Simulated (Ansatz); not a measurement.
Take Os in the hcp (Mg type) structure (space group P6_3/mmc, No. 194; a = 2.754 Å, c = 4.347 Å; relaxed with 0.1 eV smearing) as the base. Axes: x lies along a and z along c of the hexagonal cell.

Computed with PBE (Ansatz, a program for electronic structure), spin-orbit coupling left out.

Strains are applied to the cell and any free atomic positions relax.

One change was made to it. Results:

The pressure (mean of the normal stresses, compression positive) goes from zero to -5.5 GPa; the energy grows by 7.0 meV/atom; the band gap remains zero.

Which of these changes matches the shifts?
A. uniaxial strain ε_xx = +2.50 %
B. uniaxial strain ε_xx = −1.00 %
C. uniaxial strain ε_xx = +1.50 %

C, uniaxial strain ε_xx = +1.50 %. For comparison, the energy relative to the base in the other runs: uniaxial strain ε_xx = −1.00 % gives +3.4 meV/atom; uniaxial strain ε_xx = +2.50 % gives +19 meV/atom.

Stability against distortions was not tested. The final runs are not spin-polarised.
